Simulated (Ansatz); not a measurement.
Functionals compared on the (000-1) surface of wurtzite GaN, N-terminated, 2x2 with 2 H on 4 top atoms (bottom of the slab: 3 H on 4 bottom sites), in Ansatz (plane waves, PAW). The structure was relaxed with PBE; the other rows are single points on it. Cutoff 420 eV (500 eV for r2SCAN).

Set-up: 45 atoms, 13.8 Å thick at the start with caps and adatoms (thin: gaps and levels are the slab's own); mesh 4x4x1; 0.025 eV smearing; dipole correction on; 8 atoms held, the rest relaxed; start symmetry kept, larger cells not searched; spin-polarised, ending with about 1.0 μB a cell, a value that depends on the mesh; orders that need a larger cell were not tried, no spin-orbit, no U. The slab shows no gap on its mesh. It is one candidate, not shown to be the stable structure of the face. These notes are the PBE run's. r2SCAN: The program's check for a lower electronic state was not made.

```
functional  work function of the top face (eV)  rough cost of the single point
----------  ----------------------------------  ------------------------------
PBE                                       4.60                               –
r2SCAN                                       ?  around 60 core-minutes (rough)
```

Q: What belongs in the gaps?

A: 
- r2SCAN, work function of the top face (eV): 4.61

Ansatz is an electronic-structure program.
